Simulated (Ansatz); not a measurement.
**Pressure series in Pd**

Start from Pd in the fcc (Cu type) structure (space group Fm-3m, No. 225; a = 3.9084 Å).

Cell and atoms are relaxed at each pressure.

Method: Ansatz (a program for electronic structure), r2SCAN, PAW, cutoff 500 eV, no spin-orbit coupling.

```json
[
 {"P (GPa)": "-2.00", "V (Å³/atom)": "15.094"},
 {"P (GPa)": "-1.00", "V (Å³/atom)": "15.008"},
 {"P (GPa)": "0.89", "V (Å³/atom)": "14.854"},
 {"P (GPa)": "2.10", "V (Å³/atom)": "14.761"},
 {"P (GPa)": "4.49", "V (Å³/atom)": "14.588"},
 {"P (GPa)": "9.00", "V (Å³/atom)": "14.292"},
 {"P (GPa)": "15.00", "V (Å³/atom)": "13.950"},
 {"P (GPa)": "22.50", "V (Å³/atom)": "13.584"},
 {"P (GPa)": "29.99", "V (Å³/atom)": "13.268"}
]
```

A third-order Birch–Murnaghan fit to these points gives V₀ = 14.93 Å³/atom, B₀ = 184 GPa and B₀′ = 5.5. At pressure 30 GPa the volume is 88.9 % of V₀.

Load acts through the strain it causes; cell and atoms are relaxed under it. No phonon test of stability was made. Competing high-pressure phases were not computed. The final runs are not spin-polarised. Pd has a high density of states at the Fermi level and may be magnetic at this level.
